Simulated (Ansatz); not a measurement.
## NaF under a change: biaxial strain +3.00 %, plane normal [001], relaxed out of plane

Start from NaF in the rock salt structure (space group Fm-3m, No. 225; a = 4.629 Å). Axes: x, y, z lie along the cube axes.

Perturbation: tensile biaxial strain of 3.00 % in the plane normal to [001], as in epitaxy on a mismatched substrate; the out-of-plane cell vector and the atoms relax.

Level of theory: PBEsol (Ansatz, a program for electronic structure, PAW, scalar-relativistic without spin-orbit coupling). Γ-centred 12×12×12 mesh, Fermi–Dirac width 0.05 eV.

```tsv
quantity	base	changed	shift
volume per atom	12.40 Å³	12.99 Å³	+0.59 Å³
space group	Fm-3m (No. 225)	I4/mmm (No. 139)	–
energy relative to the base (free energy F)	0 meV/atom	+7.0 meV/atom	+7.0 meV/atom
pressure (mean of the normal stresses, compression positive)	0.00 GPa	-1.84 GPa	-1.84 GPa
band gap	6.20 eV	5.96 eV	-0.24 eV
gap character	direct at Γ	direct at Γ	–
electron mass	0.56 mₑ (at Γ)	0.56 mₑ (at Γ)	–
valence-band top at Γ (three highest levels, from the VBM)	0.00, 0.00, 0.00 eV	0.00, 0.00, -0.01 eV	–
out-of-plane strain	–	-1.23 %	–
ratio −ε⊥/ε∥	–	0.41	–
mean in-plane stress (compression positive)	–	-2.8 GPa	–
```

Masses are band curvatures over ±0.01 Å⁻¹ around the edge. Stability against distortions was not tested. Labels are those of the standard path for the cell's own space group.
